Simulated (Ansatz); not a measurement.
# Au: response to strain

Consider Au in the fcc (Cu type) structure (space group Fm-3m, No. 225; relaxed with 0.1 eV smearing).

```
CELL_PARAMETERS angstrom
      0.00000     2.06226     2.06226
      2.06226     0.00000     2.06226
      2.06226     2.06226     0.00000
ATOMIC_POSITIONS crystal
  Au 0.00000 0.00000 0.00000
```

Strains are applied to the cell and any free atomic positions relax.

Method: DFT with r2SCAN, PAW potentials and a 500 eV plane-wave cutoff in Ansatz (a program for electronic structure), no SOC.

Notes on the quantities. energy relative to the base: free energy F.

```csv
isotropic strain (%),energy relative to the base (meV/atom)
-3,79.1
-2.5,53.5
-2,33.4
-1.5,?
-1,7.9
-0.5,1.9
0,0.0
```

Question: Fit ΔE = Aε² + Bε³ (ε in %) to the rows shown and predict the withheld row.

Answer: Least squares on the printed values gives A = 7.45 and B = -0.44 meV/atom (largest residual 0.0 meV/atom); this predicts 18.3 meV/atom, and the run gives 18.3 meV/atom, in agreement.

No phonon test of stability was made.
